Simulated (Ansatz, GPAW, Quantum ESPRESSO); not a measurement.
**Code comparison for Cr₃Ni (I4/mmm, 4 atoms in the cell)**

Self-consistent single point, at a second geometry (lattice scaled by 0.98). First geometry:

```xyz
4
Lattice="-1.7912 1.7912 3.5694 1.7912 -1.7912 3.5694 1.7912 1.7912 -3.5694" Properties=species:S:1:pos:R:3 pbc="T T T"
Cr     0.0000     0.0000     3.5694
Cr     0.0000     1.7912     1.7847
Cr     1.7912     0.0000     1.7847
Ni     0.0000     0.0000     0.0000
```
Moments meant for the start (each program seeds them in its own way; μB, in the order of the atoms Cr Cr Cr Ni): 3.0 0.0 0.0 0.0.

Shared settings, as Ansatz (a first-principles code) writes them: kpoints.mp_grid.grid = 7 7 7; scf.occupations.method = gaussian; scf.occupations.width = 0.272 eV. Potentials and cutoffs stand in the table.

```tsv
code	model	ΔF from the first geometry (meV/atom)	pressure (GPa)	cutoff
Quantum ESPRESSO	PBEsol, GBRV 1.5 ultrasoft (PBESOL) pseudopotentials	-6.2	6.49	50 Ry
GPAW	PBEsol, GPAW PAW datasets PBEsol (made by gpaw-setup)	-3.0	7.04	800 eV
Ansatz	PBEsol, PAW files made with PBE	-6.3	6.53	default
```

On Ansatz's run: the starting moments vanished: the run ended non-magnetic, which need not be the lowest state. The program warned that a starting moment was not kept.

The spread over the programs that give each value: ΔF from the first geometry within 3.3 meV/atom; pressure within 0.55 GPa.

Ansatz's pressure is given at a fixed set of plane waves, as the other plane-wave codes print theirs; with its correction for the finite basis it is 6.61 GPa.

The starting cell comes from a database of computed structures (which also holds hypothetical and non-ambient phases and stackings), without a prior relaxation at this level. Its lattice was rescaled by a random factor within 2.5 % of one. For this run, on top of that: lattice scaled by 0.98.

Left out of this page: FLEUR (not drawn, or without a comparable value); SIESTA (unsound by tests on forces, stress, charge or solver warnings).

Keys are those of Ansatz 0.2.
